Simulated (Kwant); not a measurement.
Model system: GaAs/Al0.3Ga0.7As stack with 1 barrier. One parabolic valley. Leads of mass 0.067 mₑ with the band edge at 0; grid 0.1 nm; bias swept from 0.0096 to 0.44756 V, dropping linearly over the stack. Emitter Fermi level 0.019 eV, 77 K, equal in the collector.

| layer | thickness (nm) | band offset (eV) | mass (mₑ) |
|---|---|---|---|
| 1 | 3.8 | 0.24 | 0.092 |

Constants are typed, rounded textbook-type inputs, not results; the design itself was drawn at random and stands for no fabricated device.

Kwant, one-band effective-mass tight-binding model in one dimension, coherent, no space charge, current by the Tsu-Esaki formula.

Sweep values stay those of the base run.

The height of the first barrier was swept, all else fixed.

| height of the first barrier (eV) | J (A/cm²) at bias = 0.3340 V | J (A/cm²) at bias = 0.2205 V | J (A/cm²) at bias = 0.1069 V | J (A/cm²) at bias = 0.4476 V |
|---|---|---|---|---|
| 0.14 | 73400 | 41300 | 21100 | 116000 |
| 0.19 | 31200 | 16500 | 8150 | 56500 |
| 0.24 | 13400 | 7090 | 3500 | 24900 |
| 0.29 | 6090 | 3290 | 1640 | 11200 |

From the first row to the last the J at bias = 0.3340 V goes from 73400 to 6090. From the first row to the last the J at bias = 0.2205 V goes from 41300 to 3290.
